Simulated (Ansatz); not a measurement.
Base system: AlAs in the zinc blende structure (space group F-43m, No. 216; a = 5.674 Å).

One thing is altered: every As is replaced by N, then cell and atoms are relaxed.

The values are results of Ansatz (an electronic-structure program), PBEsol, PAW, cutoff 420 eV, scalar-relativistic without spin-orbit coupling, earlier PAW set, not measurements.

Base, band edges from the VBM (valence, conduction): X -2.16, 1.34; W -2.82, 4.23; L -0.82, 2.06; Γ 0.00, 1.91; K -1.79, 2.16; U -1.79, 2.16 eV.

### Question
Give the band edges at the high-symmetry points of the new zone, measured from its valence-band maximum.

### Answer
| point | valence edge (eV) | conduction edge (eV) |
|---|---|---|
| Γ | 0.00 | 4.06 |
| X | -1.78 | 3.19 |
| U | -1.38 | 5.04 |
| K | -1.38 | 5.04 |
| L | -0.48 | 7.22 |
| W | -2.71 | 5.93 |

The gap is 3.19 eV, indirect, Γ → X.

Gaps are Kohn–Sham eigenvalue differences; semilocal functionals usually give less than the measured gap. No phonon test of stability was made. This is not the structure that AlN has at room temperature and ambient pressure.
